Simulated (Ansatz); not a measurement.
ZrIr2 (Fd-3m, No. 227, 6 atoms in the cell; start mp-715) was calculated with r²SCAN in Ansatz (plane waves, PAW).

Run with plane-wave cutoff 560 eV, 14×14×14 k mesh, Fermi–Dirac smearing 0.05 eV, no spin polarisation, scalar-relativistic PAW data made under PBE.

Cell (relaxed at this level):

```cif
data_Ir4Zr2
_chemical_formula_sum 'Zr2 Ir4'
_space_group_name_H-M_alt 'P 1'
_space_group_IT_number 1
_cell_length_a 5.22165
_cell_length_b 5.22165
_cell_length_c 5.22165
_cell_angle_alpha 60.000
_cell_angle_beta 60.000
_cell_angle_gamma 60.000
loop_
_space_group_symop_operation_xyz
  'x, y, z'
loop_
_atom_site_label
_atom_site_type_symbol
_atom_site_fract_x
_atom_site_fract_y
_atom_site_fract_z
_atom_site_occupancy
Zr1 Zr 0.50000 0.50000 0.50000 1
Zr2 Zr 0.75000 0.75000 0.75000 1
Ir1 Ir 0.62500 0.12500 0.12500 1
Ir2 Ir 0.12500 0.12500 0.62500 1
Ir3 Ir 0.12500 0.62500 0.12500 1
Ir4 Ir 0.12500 0.12500 0.12500 1
```

Question: Estimate the bulk modulus that the calculation returns.

Answer: 
bulk modulus: 265 GPa

Note: the run has no spin polarisation, so it can have missed a magnetic state; the bulk modulus is −V dP/dV from two relaxed cells at ±2 % in volume; the relaxation could not lower the start's symmetry, so the cell can be a saddle point above a distorted one.

Spin–orbit coupling is not included.

The computed numbers hold no vibrational or temperature effects.

The result took around 3 core-minutes (rough).

A start named mp-… is a Materials Project structure, which need not be a measured phase.

Ansatz is a quantum-chemistry and plane-wave program.
